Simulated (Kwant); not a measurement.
System: six-terminal Hall bar in a InSb two-dimensional gas. Effective mass 0.014 mₑ, grid spacing 12 nm, hard walls, nominal width 300 nm (25 grid rows, so walls 312 nm apart), one parabolic valley, scattering region 780 nm long along x; energies count from the band bottom; Fermi energy swept from 0.0020925 to 0.01674 eV. Four side probes 150 nm wide, two on each edge; current runs along x; the sign of the Hall resistance is a convention. Perpendicular field 0.46 T, also in the leads; orbital effect alone.

The device is made up for the run: typed textbook-type constants, with dimensions and the other settings drawn at random.

Model: effective-mass tight-binding model on a square grid, one spin, coherent transport at 0 K (Kwant). Resistances are in h/e².

Task: How many Landau levels lie under the Fermi energy, and what Hall resistance follows, at 2.84 meV and 0.460 T; 4.08 meV and 0.460 T; 6.56 meV and 0.460 T; 7.80 meV and 0.460 T?

Result: ħωc = ħeB/m = 8.27 meV a tesla; levels lie at (n + ½)ħωc. E/ħωc = 0.75 gives 1 level and h/(1e²) = 1.000; simulated 1.000. E/ħωc = 1.07 gives 1 level and h/(1e²) = 1.000; simulated 1.000. E/ħωc = 1.72 gives 2 levels and h/(2e²) = 0.500; simulated 0.500. E/ħωc = 2.05 gives 2 levels and h/(2e²) = 0.500; simulated 0.500.
